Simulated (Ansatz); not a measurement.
**Harmonic thermodynamics of BaO in the rock salt structure**

Per mole of formula units at the relaxed static volume; finite displacements on a 6×6×6 mesh, LDA density-functional theory in Ansatz (plane waves, PAW), k mesh 6×6×6; sums on an interpolated 12×12×12 mesh.  Zero-point energy 5.67 kJ/mol.

```tsv
T (K)	F_vib (kJ/mol)	S (J/mol/K)	C_V (J/mol/K)
100	4.61	27.2	33.4
150	2.86	42.2	40.4
200	0.44	54.4	43.9
250	-2.54	64.4	45.8
300	-5.98	72.9	47.0
400	?	?	?
600	-33.39	106.3	49.1
800	-56.14	120.5	49.4
1000	-81.38	131.5	49.6
```

Some entries are withheld; supply them.


- 400, F_vib (kJ/mol): -13.98
- 400, S (J/mol/K): 86.6
- 400, C_V (J/mol/K): 48.2

No phase change or melting is allowed for: the numbers belong to this structure as given.

The PAW data sets were generated under PBE and serve the other functionals too.

Ansatz is a first-principles code.
